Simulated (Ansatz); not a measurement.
How a calculation on MoS2 (R3m, 3 atoms in the cell) responds to its settings

Space group R3m, hexagonal axes (No. 160); a = 3.1630 Å, b = 3.1630 Å, c = 18.3700 Å, α = 90.00°, β = 90.00°, γ = 120.00°

```
atom  site  symmetry       x       y       z
----  ----  --------  ------  ------  ------
Mo      3a        3m  0.0000  0.0000  0.0000
S       3a        3m  0.0000  0.0000  0.2516
S       3a        3m  0.0000  0.0000  0.4151
```
(The calculation used a cell of 3 atoms; values per cell refer to that cell.)

Base run A: PBE in Ansatz (a quantum-chemistry and plane-wave program), self-consistent single point.

Its settings: kpoints.mp_grid.grid = 12 12 12; hamiltonian.xc = pbe; hamiltonian.pseudopotentials = {kind: paw} (the program's default PAW files); scf.occupations.method = methfessel_paxton; scf.occupations.width = 0.2 eV.

The starting cell comes from a database of published, mostly measured structures (it also holds non-ambient and calculated ones), without a prior relaxation at this level. Spin polarisation is off. In the base run, with a pressure of about 9 GPa the cell is away from its equilibrium volume at this level. In the base run, forces exceed 1 eV/Å. Ansatz's pressure includes its estimate of the finite-basis (Pulay) stress.

A dash stands where there is no value to compare (another energy zero or no entropy term, no result, no spin, no clean gap, or a mesh too coarse for one). Absolute energies have different zeros for different potentials, functionals, Hubbard and dispersion terms and are not compared across them.

```csv
run,change,pressure (GPa),largest force (eV/Å),dispersion energy (eV/atom)
A,base,9.27,1.292,–
B,hamiltonian.dispersion: default → d3bj [PBE-D3BJ],5.29,1.295,-0.428
C,hamiltonian.dispersion: default → d3bjatm [PBE-D3BJ-ATM],5.85,1.293,-0.398
D,hamiltonian.dispersion: default → d4 [PBE-D4],5.63,1.280,-0.429
E,hamiltonian.xc: pbe → pbesol; hamiltonian.dispersion: default → d4 [PBEsol-D4],2.12,1.021,-0.246
```

Run B against A: The pressure goes from 9.27 to 5.29 GPa and the largest force hardly changes (1.292 to 1.295 eV/Å).

Run C against A: The pressure goes from 9.27 to 5.85 GPa and the largest force hardly changes (1.292 to 1.293 eV/Å).

Keys are those of Ansatz 0.2.
